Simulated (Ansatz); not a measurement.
## MgO, response to strain

The parent structure is MgO in the rock salt structure (space group Fm-3m, No. 225; a = 4.214 Å). Axes: x, y, z lie along the cube axes.

Strains are applied to the cell and any free atomic positions relax.

Calculations: PBEsol in Ansatz (plane waves to 420 eV, PAW, without spin-orbit coupling).

Candidates:
(a) uniaxial strain ε_zz = −1.50 %
(b) uniaxial strain ε_zz = +2.50 %
(c) uniaxial strain ε_zz = −0.50 %

Before the change:

| Item | Result |
|---|---|
| Band gap | 4.62 eV |

**Question.** Order them by band gap, highest first.

**Answer.** (a) uniaxial strain ε_zz = −1.50 % (4.75 eV), (c) uniaxial strain ε_zz = −0.50 % (4.66 eV), (b) uniaxial strain ε_zz = +2.50 % (4.35 eV)

Semilocal Kohn–Sham gaps tend to fall short of experiment. Whether these cells are dynamically stable was not tested.

Ansatz is a program for electronic structure.
